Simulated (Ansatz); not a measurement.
Functionals compared on NH3 on the 1x1 (111) surface of fcc Rh, one in a 2x2 cell, started at the site 'bridge Rh-Rh (span 2.7 Å)', in Ansatz (plane waves, PAW). The structure was relaxed with PBE; the other rows are single points on it, each with its references at the same level. Cutoff 420 eV (500 eV for r2SCAN).

Set-up: 20 atoms, 6.5 Å thick at the start under the adsorbate (thin: gaps and levels are the slab's own); mesh 6x6x1; 0.1 eV smearing; dipole correction on; 8 atoms held, the rest relaxed; no symmetry held; no spin, no spin-orbit, no U, no dispersion correction. At the end it is bonded to Rh. In PBE it is, or lies within 0.03 eV of, the lowest of the starts that converged. These notes are the PBE run's. Adsorption energies are against NH3(g). A negative adsorption energy means that the adsorbate is more stable on the surface than in its reference.

```csv
functional,adsorption energy (eV),work function of the top face (eV),change of the work function (eV),rough cost of the single point
PBE,-0.68,2.50,-2.65,–
RPBE,-0.38,2.40,-2.57,very roughly 2.2 core-minutes
r2SCAN,-0.86,2.40,-2.73,about 5 core-minutes (a rough figure)
```

Ansatz is a first-principles code.
